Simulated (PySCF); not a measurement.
PySCF 2.14.0, TPSSH/def2-svp, df: Zr(Br)3(SH) ([SH][Zr]([Br])([Br])[Br]), 6 atoms. The geometry is a generated start, not checked to be a minimum at this level.

```yaml
task: energy
method: tpssh
basis: def2-svp
two_electron_scheme: density fitting
mol.max_memory: 3000 MB
mf.max_cycle: 100
mf.conv_tol: 1e-09 (default)
mf.grids.level: 3 (default)
effective_core_potentials: those of the basis set, past Kr
basis_functions: 150
grid_points: 112352
```

```xyz
6

Zr     0.3406    -0.1892    -0.2078
Br     1.5844     1.5931     1.0125
Br     2.0045    -1.9989    -0.6182
Br    -0.0644     0.8391    -2.4403
S     -1.7299    -0.7416     0.9810
H     -2.1353     0.4974     1.2728
```

Charge 0 and multiplicity 1 are set for this test and not shown to be the ground state.

With the defaults (mf.DIIS = CDIIS, mf.diis = true, mf.damp = 0, mf.diis_start_cycle = 1, mf.level_shift = 0, mf.diis_space = 8, mf.init_guess = minao) it converges in 14 Fock builds. One run each on 2 threads, 1 BLAS thread, with these changes:
- mf.diis = false, mf.damp = 0.7, mf.diis_start_cycle = 999
- mf.init_guess = huckel
- mf.level_shift = 0.3 Hartree
- mf.DIIS = EDIIS
- mf.diis_space = 3
- mf.level_shift = 1 Hartree
- mf.diis = false
- mf.diis_space = 5
- mf.level_shift = 0.1 Hartree

### Question
Name the settings that don't reach the solution of the defaults.

### Answer
No convergence: mf.DIIS = EDIIS; mf.diis = false (the run ends without SCF convergence in 100 cycles). The rest reach the solution of the defaults.

```csv
setting,Fock builds,end
the defaults,14,same solution
mf.level_shift = 0.1 Hartree,14,same solution
mf.diis_space = 5,15,same solution
mf.level_shift = 0.3 Hartree,17,same solution
mf.diis_space = 3,17,same solution
mf.init_guess = huckel,24,same solution
"mf.diis = false, mf.damp = 0.7, mf.diis_start_cycle = 999",27,same solution
mf.level_shift = 1 Hartree,47,same solution
mf.DIIS = EDIIS,101,no convergence
mf.diis = false,101,no convergence
```
